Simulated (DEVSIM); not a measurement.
Structure: abrupt In0.53Ga0.47As p-n junction, at 300 K.

Layer 1 from the left is In0.53Ga0.47As, thickness (μm) 0.110, Na (cm⁻³) 7e16, τn (s) 1.7e-8, τp (s) 1.7e-8. Layer 2 from the left is In0.53Ga0.47As, thickness (μm) 70.0, Nd (cm⁻³) 1.1e14, τn (s) 1.7e-8, τp (s) 1.7e-8.

Left contact: ohmic. Right contact: ohmic. Voltage is applied to the left contact. Recombination: SRH at mid-gap, Auger. Mobility is μmin + (μ − μmin)/(1 + (N/Nref)^α).

This is a model device: material constants are rounded textbook-type values typed into the input, and sizes, dopings and lifetimes were drawn at random. Values at 300 K.

In0.53Ga0.47As: gap (eV) 0.74, affinity (eV) 4.51, permittivity 13.9, Nc (cm⁻³) 2.1e17, Nv (cm⁻³) 7.7e18, μn (cm²/Vs) 12000, μp (cm²/Vs) 300, μn,min 300, μp,min 10, Nref,n 1.3e17, Nref,p 4.9e17, αn 0.48, αp 0.4, Cn (cm⁶/s) 5e-29, Cp (cm⁶/s) 5e-29.

Task: Estimate by hand the built-in potential, the peak field at zero bias, the capacitance at -6 V, and compare with a numerical solution.

Result: 
- Built-in potential: ni = √(Nc Nv) exp(−Eg/2kT) = 7.74e11 cm⁻³ with Eg = 0.740 eV; Vbi = kT/q ln(Na Nd/ni²) = 0.423 V; numerical 0.423 V.
- Peak field at zero bias: depletion approximation: W = √(2εVbi/(qN)) = 2.43 μm with N = 1.10e14 cm⁻³; field = 2Vbi/W = 3480 V/cm; numerical 13400 V/cm (estimate below by 74 %).
- Capacitance at -6 V: C = √(qεN / 2(Vbi + |V|)) = 1.30 nF/cm²; numerical 1.31 nF/cm² (estimate below by 0.59 %).

Model (solved in DEVSIM): 1D drift-diffusion, Boltzmann statistics, complete ionisation; no tunnelling, impact ionisation, image-force lowering or self-heating.
